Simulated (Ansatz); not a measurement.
Mo, cell Mo48, held well above this temperature first, below the measured melting point of 2896 K (tabulated, unchecked) (supercooled) [in the run: it was liquid; mean temperature 2506 K (target 2610 K); density 8.92 g/cm³; mean pressure -1.3 GPa against a target of 0; one k-point, which a denser mesh shifts by -0.1 GPa in pressure and 0.08 eV/Å in forces].  Bonds are counted up to Mo-Mo 3.86 Å.

Question: What distribution of Mo-Mo-Mo angles does Ansatz (a program for electronic structure) with PBE give?

Answer: mean 96°, standard deviation 35°.
```
angle (°) | p (1/°)
      1.5 |  0.0000
      4.5 |  0.0000
      7.5 |  0.0000
     10.5 |  0.0000
     13.5 |  0.0000
     16.5 |  0.0000
     19.5 |  0.0000
     22.5 |  0.0000
     25.5 |  0.0000
     28.5 |  0.0000
     31.5 |  0.0000
     34.5 |  0.0001
     37.5 | ## 0.0008
     40.5 | ##### 0.0023
     43.5 | ########### 0.0051
     46.5 | ################## 0.0085
     49.5 | ######################## 0.0114
     52.5 | ############################ 0.0135
     55.5 | ############################## 0.0143
     58.5 | ############################# 0.0136
     61.5 | ########################### 0.0127
     64.5 | ####################### 0.0111
     67.5 | #################### 0.0094
     70.5 | ################# 0.0081
     73.5 | ############### 0.0070
     76.5 | ############# 0.0063
     79.5 | ############# 0.0061
     82.5 | ############# 0.0060
     85.5 | ############## 0.0066
     88.5 | ############### 0.0070
     91.5 | ################ 0.0078
     94.5 | ################## 0.0085
     97.5 | #################### 0.0093
    100.5 | ##################### 0.0099
    103.5 | ###################### 0.0104
    106.5 | ####################### 0.0107
    109.5 | ###################### 0.0106
    112.5 | ###################### 0.0104
    115.5 | ##################### 0.0098
    118.5 | ################### 0.0091
    121.5 | ################## 0.0085
    124.5 | ################ 0.0078
    127.5 | ############### 0.0072
    130.5 | ############## 0.0066
    133.5 | ############# 0.0061
    136.5 | ############ 0.0057
    139.5 | ########### 0.0053
    142.5 | ########## 0.0050
    145.5 | ########## 0.0047
    148.5 | ########## 0.0045
    151.5 | ######### 0.0043
    154.5 | ######## 0.0040
    157.5 | ######## 0.0037
    160.5 | ####### 0.0034
    163.5 | ###### 0.0029
    166.5 | ##### 0.0025
    169.5 | #### 0.0020
    172.5 | ### 0.0014
    175.5 | ## 0.0009
    178.5 | # 0.0003
```
